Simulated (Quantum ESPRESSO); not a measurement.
Quantum ESPRESSO run on Sb (R-3m, 2 atoms in the cell): self-consistent single point.

Method of the run: rVV10, PSlibrary PAW (PBE) pseudopotentials (plane waves; Quantum ESPRESSO).

```yaml
crystal:
  lattice:
    - [2.14376, 1.23770, 3.77128]
    - [-2.14376, 1.23770, 3.77128]
    - [0.00000, -2.47540, 3.77128]
  atoms:
    - { symbol: Sb, position: [0.26826, 0.26826, 0.26826] }
    - { symbol: Sb, position: [0.73174, 0.73174, 0.73174] }
```

Reference input (self-consistent single point, DFT, PBE, plane waves, PSlibrary PAW (PBE) pseudopotentials): ecutwfc = 30 Ry; ecutrho = 180 Ry; occupations = smearing; smearing = mp; degauss = 0.019992 Ry; potentials = {Sb: Sb.pbe-n-kjpaw_psl.1.0.0.UPF}; K_POINTS = automatic 9 9 9 0 0 0; conv_thr = 1e-11 Ry; mixing_beta = 0.4. This run's input differs from it in these lines:

```diff
@@ -17,2 +17,3 @@
  degauss = 0.019992
+ input_dft = 'rvv10'
 /
```

The program printed (abridged):

```
     Self-consistent Calculation

     iteration #  1     ecut=    30.00 Ry     beta= 0.40

     Threshold (ethr) on eigenvalues was too large:
     Diagonalizing with lowered threshold

     total energy              =    -702.61301713 Ry
     estimated scf accuracy    <       0.00836717 Ry

     iteration #  2     ecut=    30.00 Ry     beta= 0.40

     total energy              =    -702.61319498 Ry
     estimated scf accuracy    <       0.00288905 Ry

     iteration #  3     ecut=    30.00 Ry     beta= 0.40

     total energy              =    -702.61330264 Ry
     estimated scf accuracy    <       0.00002300 Ry

   [... 5 blocks of this kind left out ...]

     iteration #  9     ecut=    30.00 Ry     beta= 0.40

     total energy              =    -702.61333169 Ry
     estimated scf accuracy    <          6.0E-11 Ry

     iteration # 10     ecut=    30.00 Ry     beta= 0.40
     End of self-consistent calculation

     the Fermi energy is     7.0572 ev

!    total energy              =    -702.61333169 Ry
     estimated scf accuracy    <          9.5E-12 Ry
     smearing contrib. (-TS)   =       0.00038160 Ry
     internal energy E=F+TS    =    -702.61371329 Ry

     convergence has been achieved in  10 iterations

     Forces acting on atoms (cartesian axes, Ry/au):

     atom    1 type  1   force =     0.00000000   -0.00000000   -0.02055298
     atom    2 type  1   force =     0.00000000    0.00000000    0.02055298

     Total force =     0.029066     Total SCF correction =     0.000002

          total   stress  (Ry/bohr**3)                   (kbar)     P=       57.60
   0.00041354  -0.00000000   0.00000000           60.83       -0.00        0.00
   0.00000000   0.00041354   0.00000000            0.00       60.83        0.00
   0.00000000   0.00000000   0.00034767            0.00        0.00       51.14

   JOB DONE.
```

The run converged in 10 iterations. Against the reference run the pressure goes from 3.64 to 5.76 GPa and the largest force goes from 0.444 to 0.528 eV/Å.

The starting cell comes from a database of computed structures (which also holds hypothetical and non-ambient phases and stackings), without a prior relaxation at this level. Its lattice was rescaled by a random factor within 2.5 % of one. With a pressure of about 6 GPa the cell is away from its equilibrium volume at this level.

Cost on one core of a shared machine: roughly 60 s.
